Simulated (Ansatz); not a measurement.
C (model structure, Pnma, No. 62, 16 atoms in the cell), treated with HSE06 in Ansatz (plane waves, PAW).

Settings: plane-wave cutoff 460 eV, 2×8×4 k mesh (along the axes of the cell as run), Fermi–Dirac smearing 0.01 eV, scalar-relativistic PAW data made under PBE.

Cell (relaxed with PBEsol):

```cif
data_C16
_chemical_formula_sum 'C16'
_space_group_name_H-M_alt 'P 1'
_space_group_IT_number 1
_cell_length_a 9.03171
_cell_length_b 2.51090
_cell_length_c 4.13594
_cell_angle_alpha 90.000
_cell_angle_beta 90.000
_cell_angle_gamma 90.000
loop_
_space_group_symop_operation_xyz
  'x, y, z'
loop_
_atom_site_label
_atom_site_type_symbol
_atom_site_fract_x
_atom_site_fract_y
_atom_site_fract_z
_atom_site_occupancy
C1 C 0.81053 0.25000 0.69930 1
C2 C 0.47929 0.25000 0.90850 1
C3 C 0.69510 0.25000 0.42472 1
C4 C 0.03671 0.25000 0.93157 1
C5 C 0.68947 0.75000 0.19930 1
C6 C 0.02071 0.75000 0.40850 1
C7 C 0.80490 0.75000 0.92472 1
C8 C 0.46329 0.75000 0.43157 1
C9 C 0.18947 0.75000 0.30070 1
C10 C 0.52071 0.75000 0.09150 1
C11 C 0.30490 0.75000 0.57528 1
C12 C 0.96329 0.75000 0.06843 1
C13 C 0.31053 0.25000 0.80070 1
C14 C 0.97929 0.25000 0.59150 1
C15 C 0.19510 0.25000 0.07528 1
C16 C 0.53671 0.25000 0.56843 1
```

What does this level give for the band gap and smallest direct gap on the k points sampled?


- band gap: 5.58 eV (on the SCF k mesh) (indirect)
- smallest direct gap on the k points sampled: 6.04 eV

Note: the relaxation could raise the start's symmetry but not lower it, so the cell can be a saddle point; cell and atoms aren't relaxed at this level (largest force component 0.11 eV/Å, pressure -3.3 GPa).

A model structure was made by putting elements into a prototype or built by hand; it is no filed structure, need not be a known phase, and can be a saddle point held by its symmetry.

Ansatz is a quantum-chemistry and plane-wave program.
